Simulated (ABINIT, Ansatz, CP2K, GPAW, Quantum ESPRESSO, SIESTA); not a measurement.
# Code comparison for MgTl (P1, 2 atoms in the cell)

Self-consistent single point, at a second geometry (atoms moved at random). First geometry:

```
CELL_PARAMETERS angstrom
      3.63780     0.00000     0.00000
      0.00000     3.63780     0.00000
      0.00000     0.00000     3.63780
ATOMIC_POSITIONS crystal
  Mg 0.00000 0.00000 0.00000
  Tl 0.50000 0.50000 0.50000
```

Second geometry:
```xyz
2
Lattice="3.6378 0.0000 0.0000 0.0000 3.6378 0.0000 0.0000 0.0000 3.6378" Properties=species:S:1:pos:R:3 pbc="T T T"
Mg     0.0212     0.0524     0.0821
Tl     1.7977     1.7665     1.7368
```

Shared settings, as Ansatz (a program for electronic structure) writes them: kpoints.mp_grid.grid = 7 7 7; scf.occupations.method = gaussian; scf.occupations.width = 0.272 eV. Potentials and cutoffs stand in the table.

```json
[
 {"code": "ABINIT", "model": "PBEsol, norm-conserving pseudopotentials (PseudoDojo nc-sr-04 PBEsol standard)", "ΔF from the first geometry (meV/atom)": "16.8", "pressure (GPa)": "-0.54", "largest force (eV/Å)": "0.345", "cutoff": "1143 eV"},
 {"code": "Ansatz", "model": "PBEsol, default PAW files made with PBE", "ΔF from the first geometry (meV/atom)": "16.7", "pressure (GPa)": "-0.60", "largest force (eV/Å)": "0.344", "cutoff": "default"},
 {"code": "SIESTA", "model": "GGA PBEsol, numerical atomic orbitals DZP, PseudoDojo PBEsol standard norm-conserving potentials (rewritten from UPF to PSML)", "ΔF from the first geometry (meV/atom)": "22.4", "pressure (GPa)": "2.41", "largest force (eV/Å)": "0.444", "cutoff": "grid 300 Ry"},
 {"code": "Quantum ESPRESSO", "model": "PBEsol, PseudoDojo standard norm-conserving (PBESOL) pseudopotentials", "ΔF from the first geometry (meV/atom)": "16.8", "pressure (GPa)": "-0.53", "largest force (eV/Å)": "0.345", "cutoff": "85 Ry"},
 {"code": "CP2K", "model": "PBEsol, GPW, DZVP-MOLOPT-SR-GTH basis, GTH-PBE potentials (GTH_POTENTIALS)", "ΔF from the first geometry (meV/atom)": "23.5", "pressure (GPa)": "1.32", "largest force (eV/Å)": "–", "cutoff": "grid 1000 Ry"},
 {"code": "GPAW", "model": "PBEsol, GPAW PAW datasets PBEsol (made by gpaw-setup)", "ΔF from the first geometry (meV/atom)": "16.5", "pressure (GPa)": "-0.84", "largest force (eV/Å)": "0.340", "cutoff": "800 eV"}
]
```

A dash marks a value that a program does not give, or that is left out as unsure.

On Ansatz's run: spin-orbit coupling is off.

The spread over the programs that give each value: ΔF from the first geometry within 7.0 meV/atom; pressure within 3.25 GPa; largest force within 0.104 eV/Å.

SIESTA and CP2K use small atom-centred bases, whose incompleteness enters pressures, forces and empty levels differently from a plane-wave cutoff. Ansatz's pressure is given at a fixed set of plane waves, as the other plane-wave codes print theirs. In the pressure, SIESTA (by 2.98) and CP2K (by 1.89) lie more than 1 GPa from the median of the plane-wave programs. In the force vectors, SIESTA (by 0.100) lies more than 0.08 eV/Å from the median of the plane-wave programs.

The starting cell comes from a database of computed structures (which also holds hypothetical and non-ambient phases and stackings), without a prior relaxation at this level. For this run, on top of that: atoms moved at random.

Left out of this page: Elk and FLEUR (not drawn, or without a comparable value).

Keys are those of Ansatz 0.2.
